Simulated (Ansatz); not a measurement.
Results of r²SCAN in Ansatz (plane waves, PAW) for CsCl-type CoAl.

Numerical settings: plane-wave cutoff 560 eV, 20×20×20 k mesh, Fermi–Dirac smearing 0.05 eV, no spin polarisation, scalar-relativistic PAW data made under PBE.

Energies at three volumes about the minimum:

```csv
V (Å³/atom),E − E_lowest (meV/atom)
11.027,2.89
11.252,0.00
11.477,2.69
```

Fit a parabola by hand: where is the minimum, what lattice constant follows, and what is the bulk modulus?

Slopes: (0.00 − 2.89)/(11.252 − 11.027) = -12.844 and (2.69 − 0.00)/(11.477 − 11.252) = 11.956 meV/Å³. Curvature E″ = 2 × (11.956 − (-12.844))/(11.477 − 11.027) = 110.222 meV/Å⁶. From the middle of the first interval, the slope vanishes at V0 = 11.1395 − (-12.844)/110.222 = 11.256 Å³/atom. B = V0 E″ = 11.256 × 110.222 meV/Å³ × 0.1602 GPa per meV/Å³ = 199 GPa. With 2 atoms in the cube, a = (2 × 11.256)^(1/3) = 2.824 Å. The full Birch–Murnaghan fit to all volumes gives V0 = 11.252 Å³/atom and B0 = 198 GPa.

Measured, for comparison: bulk modulus 162 GPa, lattice constant a 2.861 Å (room temperature, no zero-point or thermal correction; as tabulated in Yamada et al. (2019), arXiv:1910.09660). Computed less measured: bulk modulus +22 %.

Ansatz is a program for electronic structure.
